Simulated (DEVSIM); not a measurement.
Structure: Si p-n junction from an implanted or diffused profile, at 300 K.

```tsv
layer (left to right)	material	thickness (μm)	Nd (cm⁻³)	τn (s)	τp (s)
1	Si	63.0	1.8e16	0.00012	0.00012
```

Added acceptor profile: 3.4e18 cm⁻³ × exp(−(x − 0.034 μm)²/(2·(0.028 μm)²)). Left contact: ohmic. Right contact: ohmic. Voltage is applied to the left contact. Recombination: SRH at mid-gap. Gap narrowing is on: ΔEg = 6.92 meV × (l + √(l² + 0.5)), l = ln(N/1.3e17 cm⁻³), shared equally by both band edges. Mobility is constant in doping.

Constants are typed, rounded textbook-type inputs, not results; the design itself was drawn at random and stands for no fabricated device. Values at 300 K.

```csv
parameter,Si
gap (eV),1.124
affinity (eV),4.05
permittivity,11.7
Nc (cm⁻³),2.86e19
Nv (cm⁻³),3.1e19
μn (cm²/Vs),1417
μp (cm²/Vs),470
```

Model (solved in DEVSIM): 1D drift-diffusion, Boltzmann statistics, complete ionisation; no tunnelling, impact ionisation, image-force lowering or self-heating.

Q: Tabulate band edges, carrier densities and field at 0.9 V on the left contact.

A: Energies count from the Fermi level of the right contact; mesh points crowd at the junctions.

```tsv
x (μm)	Ec (eV)	Ev (eV)	n (cm⁻³)	p (cm⁻³)	field (V/cm)
0.000	0.112	-0.976	290	1.6e18	7700
0.02237	0.120	-0.960	5.0e13	3.1e18	2900
0.04448	0.120	-0.959	1.1e14	3.1e18	-2600
0.06845	0.111	-0.977	2.2e14	1.6e18	-8700
0.1006	0.080	-1.034	9.2e14	1.7e17	-19000
0.1236	0.043	-1.080	4.0e15	3.0e16	-15000
0.1482	0.016	-1.107	1.1e16	1.0e16	-7100
0.1892	0.002	-1.121	2.0e16	5.9e15	-1400
0.2712	-0.002	-1.125	2.3e16	5.1e15	-24
0.4596	-0.001	-1.124	2.3e16	5.1e15	28
0.9375	0.000	-1.123	2.3e16	5.1e15	28
2.774	0.005	-1.118	2.3e16	5.1e15	28
6.380	0.016	-1.107	2.3e16	5.1e15	28
15.53	0.042	-1.081	2.3e16	5.0e15	29
42.90	0.122	-1.002	2.2e16	4.2e15	30
54.82	0.159	-0.964	2.1e16	2.7e15	34
59.54	0.176	-0.947	2.0e16	1.5e15	38
61.60	0.185	-0.939	1.9e16	7.0e14	41
62.59	0.189	-0.934	1.8e16	2.2e14	43
62.84	0.190	-0.933	1.8e16	8.9e13	44
62.95	0.190	-0.933	1.8e16	2.9e13	44
63.00	0.191	-0.933	1.8e16	6700	44
```
